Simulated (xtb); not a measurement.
xtb 6.7.1, GFN2-xTB: Ge(Cl)(OH)2(NH2) ([NH2][Ge]([OH])([OH])[Cl]), 9 atoms. The geometry is a generated start, not checked to be a minimum at this level.

```json
{
 "method": "GFN2-xTB",
 "--acc": "1 (default)",
 "--etemp (K)": "300 (default)",
 "detailed input (--input)": "none: ANC optimiser, Lindh (1995) Hessian, microcycle=20, maxdispl=1.0, hlow=0.01 (default)",
 "basis_functions": "36",
 "valence_electrons": "32"
}
```

```xyz
9

N      1.4229    -0.5479    -0.1220
Ge    -0.2935    -0.0199     0.1403
O     -0.4676     1.7055     0.0329
O     -1.2592    -0.6497    -1.1405
Cl    -1.0752    -0.6366     2.0106
H      1.9697    -0.7097     0.7135
H      1.5004    -1.3647    -0.7159
H      0.0686     2.2454     0.6115
H     -1.8661    -0.0225    -1.5304
```

The structure is relaxed from this start with --opt LEVEL for the levels crude, sloppy, loose, lax, normal, tight, vtight, extreme, once each. Up to the end of the extreme run atoms move by at most 0.82 Å along an axis.

Question: Choose the cheapest level whose final energy lies within 5 meV of that of extreme.

Answer: tight: 45 cycles against 52, ending 0.059 meV above.

```tsv
level	cycles	energy above the extreme run (meV)	gradient norm (eV/Å)
crude	1	14	0.18
sloppy	1	14	0.18
loose	1	14	0.18
lax	2	13	0.052
normal	22	8.3	0.017
tight	45	0.059	0.020
vtight	50	under 0.01	0.0045
extreme	52	—	0.0024
```
